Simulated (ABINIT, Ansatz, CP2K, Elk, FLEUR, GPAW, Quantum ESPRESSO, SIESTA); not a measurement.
## Li3Rh (Fm-3m, 4 atoms in the cell) computed with different codes at matched settings

Self-consistent single point.

```xyz
4
Lattice="0.0000 2.9814 2.9814 2.9814 0.0000 2.9814 2.9814 2.9814 0.0000" Properties=species:S:1:pos:R:3 pbc="T T T"
Li     1.4907     1.4907     1.4907
Li     4.4721     4.4721     4.4721
Li     2.9814     2.9814     2.9814
Rh     0.0000     0.0000     0.0000
```

All programs got the same cell, k-point mesh and kind of occupations (in Ansatz's words: kpoints.mp_grid.grid = 5 5 5; scf.occupations.method = fermi_dirac; scf.occupations.width = 0.0073 Ry); potentials, basis and cutoffs are each program's usual ones.

```
code                                                                                                                                      model  pressure (GPa)  gap on the mesh (eV)  k-points           cutoff
----------------  -----------------------------------------------------------------------------------------------------------------------------  --------------  --------------------  --------  ---------------
Quantum ESPRESSO                                                          PBEsol, PseudoDojo standard norm-conserving (PBESOL) pseudopotentials           -0.46                 0.626        10            90 Ry
CP2K                                                                 PBEsol, GPW, DZVP-MOLOPT-SR-GTH basis, GTH-PBE potentials (GTH_POTENTIALS)            1.17                 0.642        63      grid 500 Ry
SIESTA            GGA PBEsol, numerical atomic orbitals DZP, PseudoDojo PBEsol standard norm-conserving potentials (rewritten from UPF to PSML)           -0.67                 0.578        63      grid 400 Ry
GPAW                                                                                      PBEsol, GPAW PAW datasets PBEsol (made by gpaw-setup)           -0.10                 0.624        10           600 eV
ABINIT                                                           PBEsol, norm-conserving pseudopotentials (PseudoDojo nc-sr-04 PBEsol standard)           -0.48                 0.626        10            44 Ha
Elk                                           PBEsol, all-electron FP-LAPW, Elk's shipped species files, APW+lo basis with extra local orbitals               –                 0.615        10         rgkmax 8
Ansatz                                                                                                          PBEsol, PAW files made with PBE           -0.50                 0.625        10          default
FLEUR                                                                           PBEsol, all-electron FLAPW (FLEUR), scalar-relativistic valence               –                 0.622        10  Kmax 3.6 1/bohr
```

A dash marks a value that a program does not give, or that is left out as unsure.

Gaps are read on the mesh.

The spread over the programs that give each value: pressure within 1.84 GPa; gap on the mesh within 0.064 eV.

The starting cell comes from a database of computed structures (which also holds hypothetical and non-ambient phases and stackings), without a prior relaxation at this level.

Why do the programs differ, and what cannot be compared?

Differences of this kind can come from the potentials, where these differ, and from what each basis and cutoff leave unconverged. The valence holds different numbers of electrons (Quantum ESPRESSO 26, CP2K 26, SIESTA 26, GPAW 18, ABINIT 26, Ansatz (a first-principles code) 26, FLEUR 18). The zero of total energies and Fermi levels follows the potentials and each program's conventions, so they are not compared here. CP2K and SIESTA use small atom-centred bases, whose incompleteness enters pressures, forces and empty levels differently from a plane-wave cutoff. Elk and FLEUR treat all electrons, but the usual bases taken here (sphere radii, linearisation, local orbitals, empty states) were not tested for convergence, so the values are no reference for the others. Ansatz's pressure is given at a fixed set of plane waves, as the other plane-wave codes print theirs. Ansatz's smearing width was typed in Ry to four decimals, so it matches the others to a few per cent. The programs reduce the same mesh by symmetry to different extents, which changes the work and not the result. In the pressure, CP2K (by 1.63) lies more than 1 GPa from the median of the plane-wave programs.

Keys are those of Ansatz 0.2.
